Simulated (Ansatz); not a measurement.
Consider a periodic stack without vacuum, bcc V (0 0 1) on zinc-blende GaSb (0 0 1) (film strained to the substrate, started from cuts of the bulks and a machine-learned relaxation; slabs Ga5Sb6 and V16, which can lie off the formulas): substrate slab Ga5Sb6, film V16, surface cells [[1, 0], [1, 1]] and [[-1, 1], [-1, -1]], film strained by +3.6 and +3.6 %, outermost planes Sb/Sb and V/V as cut, which need not be the usual terminations and can put a slab off its formula. Its start:

```
Ga5V16Sb6
1.0
    4.39298     0.00000    -0.00200
    0.00000     4.39298    -0.05257
    1.83307    -0.78371    27.24898
Ga Sb V
5 6 16
Direct
  0.07020   0.02882   0.17829
  0.24824   0.52445   0.02654
  0.94658   0.07108   0.40793
  0.49907   0.55978   0.29301
  0.43882   0.89459   0.55684
  0.09274   0.51521   0.12382
  0.73854   0.02576   0.03474
  0.97510   0.55976   0.34997
  0.54294   0.04460   0.23597
  0.93943   0.40698   0.54827
  0.42452   0.05770   0.46268
  0.39470   0.92106   0.65981
  0.89464   0.42111   0.65945
  0.41459   0.41028   0.60920
  0.91526   0.91685   0.60877
  0.35297   0.94270   0.76522
  0.85299   0.44297   0.76533
  0.37379   0.43014   0.71254
  0.87380   0.92997   0.71252
  0.31032   0.97796   0.87061
  0.81044   0.47799   0.87062
  0.33187   0.45973   0.81797
  0.83196   0.95978   0.81785
  0.26514   0.01011   0.97420
  0.76731   0.51028   0.97403
  0.28829   0.49526   0.92335
  0.78775   0.99538   0.92369
```

The start was prepared with a machine-learned potential, and the result is one local minimum, with the in-plane cell held and forces under 0.04 eV/Å; the film can end far from its bulk form.

All values below come from PBE (plane waves to 420 eV, PAW; Ansatz, a quantum-chemistry and plane-wave program). Spin–orbit coupling is left out; the runs are not spin-polarised. Its k-point mesh 7×7×1, Fermi–Dirac width 0.05 eV.

Question: Predict the relaxed interface.

Answer: interface area: 19.3 Å²
period: 27.52 Å
heights between the nearest atoms of the two slabs at the two interfaces: 1.61 and 1.62 Å
Ga–V contacts across the interfaces within 1.22 times the sum of covalent radii: 10, mean 2.77 Å
Sb–V contacts across the interfaces within 1.22 times the sum of covalent radii: 10, mean 2.85 Å
